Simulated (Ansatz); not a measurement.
Start from GaN in the zinc blende structure (space group F-43m, No. 216; a = 4.455 Å). Axes: x, y, z lie along the cube axes.

Computed with LDA (Ansatz, a program for electronic structure), without spin-orbit coupling.

Base values:

```
Quantity               Result
-------------  --------------
Pressure             0.00 GPa
Electron mass  0.18 mₑ (at Γ)
Band gap              1.96 eV
```

Perturbation: tensile biaxial strain of 2.50 % in the plane normal to [111], as in epitaxy on a mismatched substrate; the out-of-plane cell vector and the atoms relax.

What does the calculation give for the pressure after the change?

The pressure (mean of the normal stresses, compression positive) goes from zero to -7.11 GPa.

What happens to the ratio −ε⊥/ε∥?

The ratio −ε⊥/ε∥ comes out as 0.43.

Predict the new electron mass.

The electron mass becomes 0.16 mₑ out of plane, 0.15 mₑ in plane (at Γ) (base: 0.18 mₑ (at Γ)).

What does the calculation give for the band gap after the change?

The band gap falls by 0.42 eV, from 1.96 eV to 1.54 eV.

Effective masses come from finite differences of ±0.01 Å⁻¹. No phonon test of stability was made. This is not the structure that GaN has at room temperature and ambient pressure.
